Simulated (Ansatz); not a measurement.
Data:

```
CELL_PARAMETERS angstrom
      3.13021     0.00000     0.00000
     -1.56510     2.71084     0.00000
      0.00000     0.00000     5.01805
ATOMIC_POSITIONS crystal
  Al 0.66667 0.33333 0.49924
  Al 0.33333 0.66667 0.99924
  N  0.66667 0.33333 0.88076
  N  0.33333 0.66667 0.38076
```

All values below come from PBE, rigid bands (plane waves, PAW, scalar-relativistic; Ansatz, a quantum-chemistry and plane-wave program). Condition of this run: functional PBE, cell relaxed with it. How the cell was made: cell and atoms relaxed with PBE.

Question: Predict the electron conductivity mass (n e² τ/σ) at 300 K, by direction if it differs.

Answer: 0.31 (x), 0.31 (y), 0.29 (z) mₑ.

Question: What conductivity effective mass do dilute holes have at 300 K?

Answer: 3.7 (x), 3.7 (y), 0.43 (z) mₑ.

Question: And the band gap?

Answer: 4.04 eV at this level; semilocal functionals usually fall short of the measured gap.

Rigid bands, one relaxation time for all states, no polarons. Spin-orbit coupling is left out; where it splits the top of the valence band it changes the hole mass and lowers the gap by about a third of the splitting.
